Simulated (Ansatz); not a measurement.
The reference is BaTiO$_{3}$ in the cubic perovskite structure (space group Pm-3m, No. 221; a = 3.9940 Å). Axes: x, y, z lie along the cube axes.

Method: r2SCAN (Ansatz, a quantum-chemistry and plane-wave program), without spin-orbit coupling.

Perturbation: an isotropic linear strain of −2.92 %, atoms relaxed at fixed cell.

Question: Predict the stress tensor and what it implies for the stiffness.

Answer: Stress of the strained cell less that of the base (GPa, compression positive):
```
  19.59    0.00    0.00
   0.00   19.59    0.00
   0.00    0.00   19.59
```

Then B = −ΔP/(ΔV/V₀) with ΔV/V₀ = -0.0851 gives secant stiffness values (nonlinear terms included at this strain): B ≈ 230 GPa.

As a check, the harmonic strain energy −½ V₀ Δσ:ε is 68 meV/atom; the computed energy rise is 61 meV/atom.

Whether these cells are dynamically stable was not tested. The final runs are not spin-polarised. Many cubic perovskites are stable only at high temperature; tilts and polar distortions were not tested. This is not the structure that BaTiO3 has at room temperature and ambient pressure.
